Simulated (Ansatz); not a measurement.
System: SrHfN₂ (model structure, started from the LiVN2 type, Pna2₁, No. 33, 16 atoms in the cell). Method: PBEsol+SOC (Ansatz, a first-principles code, plane waves, PAW).

Numerical settings: plane-wave cutoff 520 eV, 4×4×6 k mesh (along the axes of the cell as run), Fermi–Dirac smearing 0.01 eV, PAW data made under PBE.

Cell (relaxed with PBEsol):

Space group Pna2₁ (No. 33); a = 6.366 Å, b = 7.853 Å, c = 5.679 Å, α = β = γ = 90.00°

| atom | site | symmetry | x | y | z |
|---|---|---|---|---|---|
| Sr | 4a | 1 | 0.4173 | 0.1205 | 0.4818 |
| Hf | 4a | 1 | 0.0648 | 0.1263 | 0.0000 |
| N | 4a | 1 | 0.0473 | 0.0936 | 0.3538 |
| N | 4a | 1 | 0.1189 | 0.6617 | 0.4344 |

Problem. Estimate the band gap that the calculation returns.

Solution. 
- band gap = 2.18 eV (on the SCF k mesh)

Note: the relaxation could raise the start's symmetry but not lower it, so the cell can be a saddle point; cell and atoms aren't relaxed at this level (largest force component 0.02 eV/Å, pressure -0.2 GPa).

The computed numbers hold no vibrational or temperature effects.

A model structure was made by putting elements into a prototype or built by hand; it is no filed structure, need not be a known phase, and can be a saddle point held by its symmetry.
